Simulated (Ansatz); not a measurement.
The reference is Sr₃SnO in the anti-perovskite structure (space group Pm-3m, No. 221).

```xyz
5
Lattice="5.0919 0.0000 0.0000 0.0000 5.0919 0.0000 0.0000 0.0000 5.0919" Properties=species:S:1:pos:R:3 pbc="T T T"
Sr     2.5460     0.0000     2.5460
Sr     0.0000     2.5460     2.5460
Sr     2.5460     2.5460     0.0000
Sn     0.0000     0.0000     0.0000
O      2.5460     2.5460     2.5460
```

Level of theory: PBEsol in Ansatz (plane waves to 420 eV, PAW, spin-orbit coupling left out).

Before the change:

The lattice parameter a is 5.092 Å and the band gap is zero.

Modification: every O is replaced by S, then cell and atoms are relaxed.

Tabulated Pauling electronegativity and covalent radius: O 3.44, 0.66 Å; S 2.58, 1.05 Å.

Q: Predict the new lattice parameter a and band gap.

A: The lattice parameter a grows by 0.486 Å, from 5.092 Å to 5.578 Å; the band gap stays zero.

Whether these cells are dynamically stable was not tested. As relaxed here, Sr3SnS is a hypothetical phase, not in the database extracts checked. The final runs are not spin-polarised. A zero or small gap of Sr3SnS and Sr3SnO can be the functional's error rather than a property of the material.

Ansatz is a first-principles code.
